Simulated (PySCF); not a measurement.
PySCF 2.14.0, PBE/def2-svp, df: Ge(F)2(SeH)2 ([F][Ge]([F])([SeH])[SeH]), 7 atoms. The geometry is a generated start, not checked to be a minimum at this level.

```json
{
  "task": "energy",
  "method": "pbe",
  "basis": "def2-svp",
  "two_electron_scheme": "density fitting",
  "mol.max_memory": "3000 MB",
  "mf.max_cycle": "100",
  "mf.init_guess": "minao (default)",
  "mf.DIIS": "CDIIS (default)",
  "mf.diis_space": "8 (default)",
  "mf.conv_tol": "1e-09 (default)",
  "mf.grids.level": "3 (default)",
  "basis_functions": "134",
  "grid_points": "109632"
}
```

```xyz
7

F     -1.2758    -1.7553     0.6616
Ge    -0.5996    -0.2063     0.1318
F     -2.1529     0.6495     0.0494
Se     0.2875    -0.5678    -2.0468
Se     0.6431     0.8132     1.8850
H      1.2013     0.5520    -1.8973
H      1.8963     0.5146     1.2163
```

One run each on 2 threads, 1 BLAS thread. Values of level_shift (Hartree) tried: 0 (default), 0.1, 0.3, 1.

**Question.** Which value of level_shift (Hartree) needs the fewest Fock builds, and what happens away from it?

**Answer.** Fewest Fock builds, within one of each other: 0 (default) with 14, 0.1 with 13. The count rises to 45 at 1. All converge to one solution.

```json
[
 {"level_shift (Hartree)": "0 (default)", "Fock builds": "14", "end": "same solution"},
 {"level_shift (Hartree)": "0.1", "Fock builds": "13", "end": "same solution"},
 {"level_shift (Hartree)": "0.3", "Fock builds": "17", "end": "same solution"},
 {"level_shift (Hartree)": "1", "Fock builds": "45", "end": "same solution"}
]
```
